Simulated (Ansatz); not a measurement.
A computed series for InP: pressure series

Consider InP in the zinc blende structure (space group F-43m, No. 216; a = 5.827 Å).

Cell and atoms are relaxed at each pressure.

The values are results of Ansatz (a quantum-chemistry and plane-wave program) LDA, spin-orbit coupling left out, not measurements.

Candidates:
(a) pressure 4.5 GPa
(b) pressure 2.1 GPa
(c) pressure −2 GPa
(d) pressure 22.5 GPa
(e) pressure 15 GPa

Before the change:

| Property | Value |
|---|---|
| Band gap | 0.58 eV |

Order them by band gap, lowest first.

(c) pressure −2 GPa (0.41 eV), (b) pressure 2.1 GPa (0.73 eV), (a) pressure 4.5 GPa (0.88 eV), (d) pressure 22.5 GPa (1.17 eV), (e) pressure 15 GPa (1.28 eV)

Load acts through the strain it causes; cell and atoms are relaxed under it. Stability against distortions was not tested. Measured, InP leaves this structure (for rock salt) near 9.8 GPa (temperature not stated; as listed in Datta, Sujoy, Jana, Debnarayan, arXiv (2020)).
